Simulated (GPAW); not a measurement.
A self-consistent single point of LuP (I4mm, 2 atoms in the cell) with GPAW.

Computed with LDA (Perdew-Wang 92), GPAW PAW datasets LDA (gpaw-data 1.0.1) (plane waves; GPAW).

```
LuP
1.0
    0.00000     2.74805     2.74805
    2.74805     0.00000     2.74805
    2.74805     2.74805     0.00000
Lu P
1 1
Cartesian
  0.00000   0.00000   0.05000
  2.74805   2.74805   2.74805
```

Reference input (self-consistent single point, DFT LDA (Perdew-Wang 92), plane waves, GPAW PAW datasets LDA (gpaw-data 1.0.1)): mode = pw; ecut = 850 eV; xc = LDA; kpts = 5 5 5; mesh shift (steps) = 0 0 0; occupations.name = fermi-dirac; occupations.width = 0.1 eV; nbands = -8; convergence.density = 1e-05 e/electron; convergence.energy = 1e-05 eV/electron; symmetry.symmorphic = false; symmetry.tolerance = 0.0005. This run's input differs from it in these lines:

```diff
@@ -1,2 +1,3 @@
 from ase import Atoms
+from ase.dft.kpoints import monkhorst_pack
 from ase.units import GPa
@@ -14,3 +15,3 @@
             xc='LDA',
-            kpts=(5, 5, 5),
+            kpts=monkhorst_pack((7, 7, 7)) + [0.5 / 7, 0.5 / 7, 0.5 / 7],
             occupations={'name': 'fermi-dirac', 'width': 0.1},
```

Output, abridged:

```
     iter     time        total  log10-change:
                         energy   eigst   dens
iter:   1 --:--:--   -14.431552
iter:   2 --:--:--   -14.304781   -1.73  -1.34
iter:   3 --:--:--   -13.909921   -1.42  -1.38
iter:   4 --:--:--   -13.896228   -3.48  -1.77
iter:   5 --:--:--   -13.936533   -1.99  -1.77
iter:   6 --:--:--   -13.918644   -3.73  -2.39
iter:   7 --:--:--   -13.903332   -3.34  -2.54
iter:   8 --:--:--   -13.891190   -2.84  -2.61
iter:   9 --:--:--   -13.891231   -4.57  -3.39
iter:  10 --:--:--   -13.891259c  -5.70  -3.44
iter:  11 --:--:--   -13.891151c  -5.09  -3.60
iter:  12 --:--:--   -13.891151c  -6.83  -4.26
iter:  13 --:--:--   -13.891153c  -6.99  -4.28
iter:  14 --:--:--   -13.891150c  -6.40  -4.50
iter:  15 --:--:--   -13.891150c  -8.24c -4.64
iter:  16 --:--:--   -13.891150c  -8.29c -4.67
iter:  17 --:--:--   -13.891150c  -7.29  -4.64
iter:  18 --:--:--   -13.891150c  -8.78c -4.85
iter:  19 --:--:--   -13.891150c  -7.48c -4.89
iter:  20 --:--:--   -13.891150c  -9.25c -5.30c
Converged after 20 iterations.

Dipole moment: (0.000000, 0.000000, -1.432376) |e|*Ang

Energy contributions relative to reference atoms: (reference = -405319.764882)

Kinetic:         +4.750476
Potential:       -4.495366
External:        +0.000000
XC:             -14.028483
Entropy (-ST):   -0.010229
Local:           -0.112662
SIC:             +0.000000
--------------------------
Free energy:    -13.896265
Extrapolated:   -13.891150

Showing only first 2 kpts
 Kpt  Band  Eigenvalues  Occupancy
  0    13      7.90600    1.83628
  0    14      8.03981    1.49272
  0    15      9.59601    0.00000
  0    16     10.42967    0.00000

  1    13      6.97372    1.99998
  1    14      7.17918    1.99988
  1    15      9.89778    0.00000
  1    16     11.13908    0.00000

Fermi level: 8.14774

No gap
No difference between direct/indirect transitions
Energy (eV): -13.89115

Forces in eV/Ang:
  0 Lu    0.00000    0.00000   -0.27515
  1 P     0.00000   -0.00000    0.27457

Stress tensor:
     0.031288     0.000000     0.000000
     0.000000     0.031288     0.000000
     0.000000     0.000000     0.029303
Stress (GPa, Voigt): [5.0129 5.0129 4.6949 0.     0.     0.    ]
```

The run converged in 20 iterations. GPAW prints stress with tension positive. Against the reference run the free energy falls by 7.3 meV/atom, the pressure moves little (-4.88 to -4.91 GPa) and the largest force hardly changes (0.276 to 0.275 eV/Å). The full log also holds: “Note: your k-points are not as symmetric as your crystal!”.

The starting cell comes from a database of computed structures (which also holds hypothetical and non-ambient phases and stackings), without a prior relaxation at this level. Its lattice was rescaled by up to half a per cent. One atom was moved a little off its site on purpose. The run gives no clean gap (levels at the Fermi energy touch, overlap or are partly filled at this smearing), which alone does not show that the compound is a metal.

Cost on one core of a shared machine: roughly 2 min.
